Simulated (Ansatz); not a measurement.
## LuSb, response to strain

Take LuSb in the rock salt structure (space group Fm-3m, No. 225; a = 5.996 Å; a cell from a computed database, its experimental status unchecked; relaxed with 0.1 eV smearing) as the base. Axes: x, y, z lie along the cube axes.

Strains are applied to the cell and any free atomic positions relax; under biaxial strain the out-of-plane vector relaxes too.

Calculations: plane-wave PAW DFT at the PBEsol level (Ansatz, a program for electronic structure, 420 eV), spin-orbit coupling left out.

Notes on the quantities. pressure: mean of the normal stresses, compression positive; energy relative to the base: free energy F.

```json
[
 {"variant": "base", "space group": "Fm-3m (No. 225)", "volume per atom": "26.94 Å³", "pressure": "0.0 GPa", "energy relative to the base": "0 meV/atom"},
 {"variant": "biaxial strain −3.04 %, plane normal [110], relaxed out of plane", "space group": "Immm (No. 71)", "volume per atom": "___", "pressure": "___", "energy relative to the base": "___"},
 {"variant": "biaxial strain +4.88 %, plane normal [110], relaxed out of plane", "space group": "Immm (No. 71)", "volume per atom": "28.64 Å³", "pressure": "-3.5 GPa", "energy relative to the base": "+47 meV/atom"},
 {"variant": "isotropic strain +5.68 %", "space group": "Fm-3m (No. 225)", "volume per atom": "31.80 Å³", "pressure": "-8.0 GPa", "energy relative to the base": "+140 meV/atom"},
 {"variant": "uniaxial strain ε_yy = −0.77 %", "space group": "I4/mmm (No. 139)", "volume per atom": "26.74 Å³", "pressure": "0.5 GPa", "energy relative to the base": "+0.9 meV/atom"},
 {"variant": "tensor shear ε_yz = −0.91 %", "space group": "Immm (No. 71)", "volume per atom": "26.94 Å³", "pressure": "0.0 GPa", "energy relative to the base": "+0.7 meV/atom"},
 {"variant": "tensor shear ε_yz = −1.60 %", "space group": "Immm (No. 71)", "volume per atom": "26.94 Å³", "pressure": "0.0 GPa", "energy relative to the base": "+2.2 meV/atom"}
]
```

Complete the table.


- biaxial strain −3.04 %, plane normal [110], relaxed out of plane, volume per atom: 25.88 Å³
- biaxial strain −3.04 %, plane normal [110], relaxed out of plane, pressure: 3.0 GPa
- biaxial strain −3.04 %, plane normal [110], relaxed out of plane, energy relative to the base: +22 meV/atom

A biaxial case was relaxed in a doubled cell and then solved in the primitive one. Stability against distortions was not tested. The final runs are not spin-polarised.
